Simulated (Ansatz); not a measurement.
Results of PBEsol (plane waves, PAW; Ansatz, a first-principles code) for AlP (model structure, started from the BeO type, P4₂/mnm, No. 136, 8 atoms in the cell).

Input:

Ansatz 0.2 input:
```yaml
crystal:
  lattice:
    - [6.5935821632, 0.0, 0.0]
    - [0.0, 6.5935821632, 0.0]
    - [0.0, 0.0, 3.865995884]
  atoms:
    - { symbol: Al, position: [0.3275591598, 0.6724408402, 0.0] }
    - { symbol: Al, position: [0.6724408402, 0.3275591598, 0.0] }
    - { symbol: Al, position: [0.8275591598, 0.8275591598, 0.5] }
    - { symbol: Al, position: [0.1724408402, 0.1724408402, 0.5] }
    - { symbol: P, position: [0.3132769408, 0.3132769408, 0.0] }
    - { symbol: P, position: [0.6867230592, 0.6867230592, 0.0] }
    - { symbol: P, position: [0.1867230592, 0.8132769408, 0.5] }
    - { symbol: P, position: [0.8132769408, 0.1867230592, 0.5] }
basis:
  ecutwfc: 520
  ecutrho_ratio: 4
  xc_grid: 2
kpoints:
  mp_grid: { grid: [6, 6, 10] }
hamiltonian:
  xc: pbesol
  dispersion: none
  pseudopotentials: { kind: paw }
scf:
  occupations: { method: fermi_dirac, width: 0.01 }
output:
  forces: true
  stress: true
  eigenvalues: true
relax:
  f_tol: 0.004
  escape_saddle: false
  max_steps: 80
  cell: { stress_tol: 0.02, fix: [volume] }
```

From the output:

```
Relaxation: its limit of steps is 80 (relax.max_steps)
Crystal: 8 atoms, lattice volume = 168.075 Å³
Basis set: ecut = 520 eV, 4519 PW (Γ), exchange–correlation on 100×100×60 points (8 copies of the dense FFT grid, shifted against one another)
Bands: 24, of which v1, the nominal top of the filled ones, is band 16 counted from 1 (15 counted from 0)
Symmetry: 16 space group operations
Space group: P42/mnm (ITA 136), of the structure as read, at distance tolerance 5.5e-5 Å
k-points: 60 of 360
Functional: x = pbesol(κ = 0.804, μ = 0.12345679012345678), c = pbesol(β = 0.046)
SCF iter   1: F=—  HF=-5062.369293 eV  |F-HF|=—  |Δ(HF+E_count)|=         —  Δρ=3.21e-3  dr2=3.07e-2
SCF iter   2: F=—  HF=-5062.363606 eV  |F-HF|=—  |Δ(HF+E_count)|=   5.69e-3  Δρ=1.54e-3  dr2=6.72e-3
  ...
SCF 1 converged in 6 iterations: F = -5062.362505 eV  dr2 = 2.06e-8
Crystal: 8 atoms, lattice volume = 168.075 Å³
Basis set: ecut = 520 eV, 4527 PW (Γ), exchange–correlation on 100×100×60 points (8 copies of the dense FFT grid, shifted against one another)
Initial density: handed on by an earlier stage of this run
SCF 2 converged in 5 iterations: F = -5062.363359 eV  dr2 = 3.43e-8
Crystal: 8 atoms, lattice volume = 168.075 Å³
SCF 3 converged in 6 iterations: F = -5062.363383 eV  dr2 = 2.47e-10
Crystal: 8 atoms, lattice volume = 168.075 Å³
SCF 4 converged in 4 iterations: F = -5062.363392 eV  dr2 = 7.79e-10
Crystal: 8 atoms, lattice volume = 168.075 Å³
SCF iter   6: F=—  HF=-5062.363393 eV  |F-HF|=—  |Δ(HF+E_count)|=  6.37e-12  Δρ=1.15e-7  dr2=2.49e-11
SCF iter   7: F=-5062.363393 eV  HF=-5062.363393 eV  |F-HF|=4.55e-12  |Δ(HF+E_count)|=  6.37e-12  Δρ=5.74e-8  dr2=6.09e-12
SCF 5 converged in 7 iterations: F = -5062.363393 eV  dr2 = 6.09e-12
SCF converged after 7 iterations
Free energy (F): -5062.363393 eV
Internal energy: -5062.363393 eV  (E = F + TS)
E sigma→0 (E₀):  -5062.363393 eV
Fermi energy:    5.607992 eV
--- Stress (GPa, compression-positive) ---
        1.639126      -0.000000       0.000000
       -0.000000       1.639126       0.000000
        0.000000       0.000000       1.638261
  P = ⅓ Tr σ = 1.6388 GPa (16.388 kbar)
```

The cell is one volume of an energy–volume scan, off the minimum.

The PAW data were made under PBE.

Note: the relaxation could raise the start's symmetry but not lower it, so the cell can be a saddle point.

A model structure was made by putting elements into a prototype or built by hand; it is no filed structure, need not be a known phase, and can be a saddle point held by its symmetry.
